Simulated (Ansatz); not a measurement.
TiAl, response to strain

Start from TiAl (space group P4/mmm, No. 123; a = 2.824 Å, c = 4.075 Å; relaxed with 0.1 eV smearing). Axes: x, y, z lie along a, b, c of the conventional cell.

Strains are applied to the cell and any free atomic positions relax.

Method: PBE, PAW, 420 eV (Ansatz, a quantum-chemistry and plane-wave program; without spin-orbit coupling).

Notes on the quantities. energy relative to the base: free energy F; pressure: mean of the normal stresses, compression positive.

```
variant                         energy relative to the base  volume per atom  pressure
------------------------------  ---------------------------  ---------------  --------
base                                             0 meV/atom         16.25 Å³   0.0 GPa
uniaxial strain ε_zz = −2.50 %                          ___         15.84 Å³       ___
uniaxial strain ε_zz = −2.00 %                +3.5 meV/atom         15.92 Å³   2.4 GPa
uniaxial strain ε_zz = −1.50 %                +2.0 meV/atom         16.01 Å³   1.7 GPa
uniaxial strain ε_zz = −1.00 %                +0.9 meV/atom         16.09 Å³   1.2 GPa
uniaxial strain ε_zz = +0.50 %                +0.2 meV/atom         16.33 Å³  -0.6 GPa
uniaxial strain ε_zz = +1.00 %                +0.8 meV/atom         16.41 Å³  -1.1 GPa
uniaxial strain ε_zz = +1.50 %                +1.9 meV/atom         16.49 Å³  -1.6 GPa
uniaxial strain ε_zz = +2.00 %                +3.4 meV/atom         16.57 Å³  -2.1 GPa
uniaxial strain ε_zz = +3.00 %                +7.5 meV/atom         16.74 Å³  -3.1 GPa
```

Problem. What belongs in the blanks?

Solution. 
- uniaxial strain ε_zz = −2.50 %, energy relative to the base: +5.4 meV/atom
- uniaxial strain ε_zz = −2.50 %, pressure: 3.0 GPa

Whether these cells are dynamically stable was not tested. All final runs are without spin polarisation.
